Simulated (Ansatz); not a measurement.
## Evanescent states of ZnS (P6_3mc, 8 atoms a cell, 19.6 Å³ an atom) along the normal of (001)

All values below come from r2SCAN (plane waves, PAW; Ansatz, an electronic-structure program).

No gap correction and no spin-orbit coupling; mid-gap is the computed energy nearest the middle.

Energies count from the valence-band top; κ is the least over a 12×12 mesh across the current.

```json
[
 {"E (eV)": "0.07", "κ (1/Å)": "0.065", "where": "Γ"},
 {"E (eV)": "0.21", "κ (1/Å)": "0.097", "where": "Γ"},
 {"E (eV)": "0.35", "κ (1/Å)": "0.119", "where": "Γ"},
 {"E (eV)": "0.49", "κ (1/Å)": "0.135", "where": "Γ"},
 {"E (eV)": "0.63", "κ (1/Å)": "0.147", "where": "Γ"},
 {"E (eV)": "0.77", "κ (1/Å)": "(withheld)", "where": "Γ"},
 {"E (eV)": "0.91", "κ (1/Å)": "(withheld)", "where": "Γ"},
 {"E (eV)": "1.05", "κ (1/Å)": "(withheld)", "where": "Γ"},
 {"E (eV)": "1.19", "κ (1/Å)": "(withheld)", "where": "Γ"},
 {"E (eV)": "1.33", "κ (1/Å)": "(withheld)", "where": "Γ"},
 {"E (eV)": "1.47", "κ (1/Å)": "(withheld)", "where": "Γ"},
 {"E (eV)": "1.61", "κ (1/Å)": "(withheld)", "where": "Γ"},
 {"E (eV)": "1.75", "κ (1/Å)": "(withheld)", "where": "Γ"},
 {"E (eV)": "1.89", "κ (1/Å)": "(withheld)", "where": "Γ"},
 {"E (eV)": "2.03", "κ (1/Å)": "(withheld)", "where": "Γ"},
 {"E (eV)": "2.17", "κ (1/Å)": "0.145", "where": "Γ"},
 {"E (eV)": "2.31", "κ (1/Å)": "0.131", "where": "Γ"},
 {"E (eV)": "2.45", "κ (1/Å)": "0.112", "where": "Γ"},
 {"E (eV)": "2.59", "κ (1/Å)": "0.085", "where": "Γ"},
 {"E (eV)": "2.73", "κ (1/Å)": "0.031", "where": "Γ"}
]
```

Problem. Complete the blanks.

Solution. 
- 0.77, κ (1/Å): 0.157
- 0.91, κ (1/Å): 0.164
- 1.05, κ (1/Å): 0.169
- 1.19, κ (1/Å): 0.173
- 1.33, κ (1/Å): 0.175
- 1.47, κ (1/Å): 0.175
- 1.61, κ (1/Å): 0.173
- 1.75, κ (1/Å): 0.169
- 1.89, κ (1/Å): 0.164
- 2.03, κ (1/Å): 0.156
